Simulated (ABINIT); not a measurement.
A self-consistent single point of CdS (P6_3mc, 8 atoms in the cell) with ABINIT.

Method: PBE, PAW (JTH v2.0 PBE PAW) (plane waves; ABINIT).

The change in words: lattice scaled by 0.98. Reference geometry:
```xyz
8
Lattice="4.1822 0.0000 0.0000 -2.0911 3.6219 0.0000 0.0000 0.0000 13.6914" Properties=species:S:1:pos:R:3 pbc="T T T"
Cd     0.0000     0.0000     0.0000
Cd     0.0000     0.0000     6.8457
Cd     2.0911     1.2073    10.2710
Cd     0.0000     2.4146     3.4253
S      0.0000     0.0000    11.1196
S      0.0000     0.0000     4.2739
S      2.0911     1.2073     7.7122
S      0.0000     2.4146     0.8665
```

Reference input (self-consistent single point, DFT, PBE, plane waves, PAW (JTH v2.0 PBE PAW)): pseudos = [Cd.GGA_PBE-JTH.xml, S.GGA_PBE-JTH.xml]; ecut = 571 eV; pawecutdg = 1143 eV; occopt = 7; tsmear = 0.1 eV; ngkpt = 6 6 2; nshiftk = 1; shiftk = 0 0 0; potentials = JTH v2.0 PBE PAW; nband = 46; kptopt = 1; nstep = 80. This run's input differs from it in these lines:

```diff
@@ -3,6 +3,6 @@
 pseudos "Cd.GGA_PBE-JTH.xml, S.GGA_PBE-JTH.xml"
-acell 7.9031594733 7.9031594733 25.8729168942
+acell 7.7450970706 7.7450970706 25.3554588587
 rprim
-         1.0000000000    0.0000000062    0.0000000000
-        -0.5000000054    0.8660254007    0.0000000000
+         1.0000000000   -0.0000000534    0.0000000000
+        -0.4999999537    0.8660254305    0.0000000000
          0.0000000000    0.0000000000    1.0000000000
@@ -14,9 +14,9 @@
          0.0000000000    0.0000000000    0.0000000000
-         0.0000000000    0.0000000000   12.9364584471
-         3.9515797224    2.2814456494   19.4093447957
-        -0.0000000285    4.5628912494    6.4728863486
-         0.0000000000    0.0000000000   21.0129481848
-         0.0000000000    0.0000000000    8.0764897377
-         3.9515797224    2.2814456494   14.5739553573
-        -0.0000000285    4.5628912494    1.6374969102
+         0.0000000000    0.0000000000   12.6777294293
+         3.8725486547    2.2358167325   19.0211581266
+         0.0000002388    4.4716338786    6.3434286973
+         0.0000000000    0.0000000000   20.5926894667
+         0.0000000000    0.0000000000    7.9149600373
+         3.8725486547    2.2358167325   14.2824764205
+         0.0000002388    4.4716338786    1.6047469912
 ecut 571 eV
```

Output (repeated stretches shortened):

```
--- !BeginCycle
solver: {iscf: 17, nstep: 80, nline: 4, wfoptalg: 10, }
tolerances: {toldfe: 1.00E-09, }
...

     iter   Etot(hartree)      deltaE(h)  residm     nres2
 ETOT  1  -231.30225874157    -2.313E+02 2.169E-01 1.550E+01
 ETOT  2  -231.68578917488    -3.835E-01 2.819E-02 2.443E+00
 ETOT  3  -231.68136571283     4.423E-03 3.363E-02 6.042E-01
 ETOT  4  -231.68442482055    -3.059E-03 6.086E-03 2.519E-01
 ETOT  5  -231.68768922171    -3.264E-03 5.120E-01 1.524E-02
   [... 11 lines left out ...]
 ETOT 17  -231.68857415253    -3.465E-09 1.676E-04 4.245E-09
 ETOT 18  -231.68857415395    -1.419E-09 1.255E-04 3.433E-09
 ETOT 19  -231.68857415447    -5.181E-10 4.489E-04 5.405E-09
 ETOT 20  -231.68857415466    -1.988E-10 8.220E-05 4.639E-09
 At SCF step   20, etot is converged :
  for the second time, diff in etot=  1.988E-10 < toldfe=  1.000E-09

 Cartesian components of stress tensor (hartree/bohr^3)
  sigma(1 1)= -1.39421863E-04  sigma(3 2)=  0.00000000E+00
  sigma(2 2)= -1.39421863E-04  sigma(3 1)=  0.00000000E+00
  sigma(3 3)= -1.33059392E-04  sigma(2 1)= -2.93487506E-13

 ----iterations are completed or convergence reached----

 reduced coordinates (array xred) for    8 atoms
       0.000000000000      0.000000000000     -0.000000000002
       0.000000000000      0.000000000000      0.499999999998
       0.666666666667      0.333333333333      0.750179999999
       0.333333333333      0.666666666667      0.250179999999
       0.000000000000      0.000000000000      0.812159999999
       0.000000000000      0.000000000000      0.312159999999
   [... lines left out ...]
 Fermi (or HOMO) energy (hartree) =   0.15702   Average Vxc (hartree)=  -0.33092
   [... lines left out ...]
'-kT*entropy'       : -1.88174966016242E-15
total_energy        : -2.31688585367556E+02
total_energy_eV     : -6.30456703241694E+03
...

-Cartesian components of stress tensor (GPa)         [Pressure=  4.0395E+00 GPa]
- sigma(1 1)= -4.10193212E+00  sigma(3 2)=  0.00000000E+00
- sigma(2 2)= -4.10193213E+00  sigma(3 1)=  0.00000000E+00
- sigma(3 3)= -3.91474181E+00  sigma(2 1)= -8.63469909E-09

 Calculation completed.
```

The run converged in 20 iterations. 

The starting cell was generated: these elements placed on a structure prototype, without a prior relaxation; it need not be a known phase or ordering of this composition. Its lattice was rescaled by a random factor within 2.5 % of one. For this run, on top of that: lattice scaled by 0.98. With a pressure of about 4 GPa the cell is away from its equilibrium volume at this level.

These are the values that this program gave, and no reference: the one-centre exchange-correlation terms come from a truncated expansion.

Cost on one core of a shared machine: roughly 8 min.
